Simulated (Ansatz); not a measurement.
A self-consistent single point of SrAg3Pd2 (P1, 6 atoms in the cell) with Ansatz (a quantum-chemistry and plane-wave program).

Method: PBEsol, PAW files made with PBE (plane waves; Ansatz).

The change in words: atoms moved at random. Reference geometry:
```xyz
6
Lattice="5.5486 0.0000 0.0000 -2.7743 4.8052 0.0000 0.0000 0.0000 4.5562" Properties=species:S:1:pos:R:3 pbc="T T T"
Sr     0.0000     0.0000     0.0000
Ag     2.7743     0.0000     2.2781
Ag     1.3871     2.4026     2.2781
Ag    -1.3871     2.4026     2.2781
Pd     0.0000     3.2035     0.0000
Pd     2.7743     1.6017     0.0000
```

Reference input (self-consistent single point, DFT, PBEsol, plane waves, PAW files made with PBE): kpoints.mp_grid.grid = 6 6 6; hamiltonian.xc = pbesol; hamiltonian.pseudopotentials = {kind: paw} (the program's default PAW files); scf.occupations.method = gaussian; scf.occupations.width = 0.2 eV. This run's input differs from it in these lines:

Ansatz 0.2 input:
```diff
@@ -6,8 +6,8 @@
   atoms:
-    - { symbol: Sr, position_ang: [0.00000000, 0.00000000, 0.00000000] }
-    - { symbol: Ag, position_ang: [2.77429000, 0.00000000, 2.27808000] }
-    - { symbol: Ag, position_ang: [1.38714500, 2.40260550, 2.27808000] }
-    - { symbol: Ag, position_ang: [-1.38714500, 2.40260550, 2.27808000] }
-    - { symbol: Pd, position_ang: [-0.00000277, 3.20347560, 0.00000000] }
-    - { symbol: Pd, position_ang: [2.77429277, 1.60173540, 0.00000000] }
+    - { symbol: Sr, position_ang: [0.01064495, 0.03412180, -0.07150893] }
+    - { symbol: Ag, position_ang: [2.76044074, 0.04103650, 2.31781427] }
+    - { symbol: Ag, position_ang: [1.38491447, 2.39271638, 2.32649376] }
+    - { symbol: Ag, position_ang: [-1.38010385, 2.31642885, 2.26574647] }
+    - { symbol: Pd, position_ang: [-0.00939929, 3.21972202, 0.00424634] }
+    - { symbol: Pd, position_ang: [2.78208021, 1.60640126, -0.00856102] }
 kpoints:
```

The program printed (abridged):

```
SCF iter   1: F=—  HF=-39892.310331 eV  |F-HF|=—  |Δ(HF+E_count)|=         —  Δρ=3.00e-1  dr2=2.08e2  ethr=3.10e-3  ⟨swp⟩=9.8  Hψ=32878  notcnv=0
all-band conjugate gradients solve this SCF's bands
preconditioner: auto → Kerker (q_TF=auto, 2.654 Å⁻¹)
SCF iter   2: F=—  HF=-39877.376952 eV  |F-HF|=—  |Δ(HF+E_count)|=    1.49e1  Δρ=1.06e-1  dr2=2.64e1  ethr=3.10e-3  ⟨swp⟩=3.2  Hψ=15016  notcnv=0  defer=294
   [... lines left out ...]
SCF iter   8: F=—  HF=-39874.269857 eV  |F-HF|=—  |Δ(HF+E_count)|=   5.49e-4  Δρ=2.15e-4  dr2=1.34e-4  ethr=2.36e-6  ⟨swp⟩=2.3  Hψ=9924  notcnv=0  defer=318
SCF iter   9: F=—  HF=-39874.269847 eV  |F-HF|=—  |Δ(HF+E_count)|=   9.94e-6  Δρ=1.14e-4  dr2=2.92e-5  ethr=1.30e-7  ⟨swp⟩=2.0  Hψ=9702  notcnv=0  defer=318
SCF iter  10: F=—  HF=-39874.269859 eV  |F-HF|=—  |Δ(HF+E_count)|=   1.24e-5  Δρ=2.87e-5  dr2=1.32e-6  ethr=2.84e-8  ⟨swp⟩=2.3  Hψ=10603  notcnv=0  defer=318
SCF iter  11: F=-39874.269859 eV  HF=-39874.269859 eV  |F-HF|=3.81e-8  |Δ(HF+E_count)|=   2.42e-8  Δρ=6.98e-6  dr2=7.41e-8  ethr=9.71e-11  ⟨swp⟩=12.5  Hψ=38372  notcnv=0
SCF 1 converged in 11 iterations: F = -39874.269859 eV  dr2 = 7.41e-8
Free energy (F): -39874.269859 eV
Internal energy: -39874.225729 eV  (E = F + TS)
E sigma→0 (E₀):  -39874.247794 eV
Entropy (-TS):   -0.044131 eV (-7.355 meV/atom)
Fermi energy:    13.929546 eV
--- Forces (eV/Å), atoms counted from 1 ---
  atom   1  Sr    -0.02002359    -0.13228675     0.14720474
  atom   2  Ag    -0.08900911    -0.74026481    -0.30418989
  atom   3  Ag    -0.13611607     0.25628544    -0.33886104
  atom   4  Ag     0.29262330     0.56687503     0.00760437
  atom   5  Pd    -0.01304193     0.00288451     0.17653635
  atom   6  Pd    -0.03442415     0.04646480     0.31173708
--- Stress (GPa, compression-positive) ---
       -2.406856       0.106428       0.010798
        0.106428      -2.280955      -0.018949
        0.010798      -0.018949      -3.506223
  P = ⅓ Tr σ = -2.7313 GPa (-27.313 kbar)
  The stress holds the Pulay correction. Without it, at fixed plane waves, as pw.x and ABINIT print it: P = -2.7772 GPa
```

The run converged in 11 iterations. Against the reference run the free energy rises by 10.3 meV/atom, the pressure goes from -3.03 to -2.73 GPa and the largest force goes from 0.000 to 0.805 eV/Å.

The starting cell comes from a database of computed structures (which also holds hypothetical and non-ambient phases and stackings), without a prior relaxation at this level. For this run, on top of that: atoms moved at random. Spin polarisation is off. Ansatz's pressure includes its estimate of the finite-basis (Pulay) stress.

Cost on one core of a shared machine: roughly 2 min.
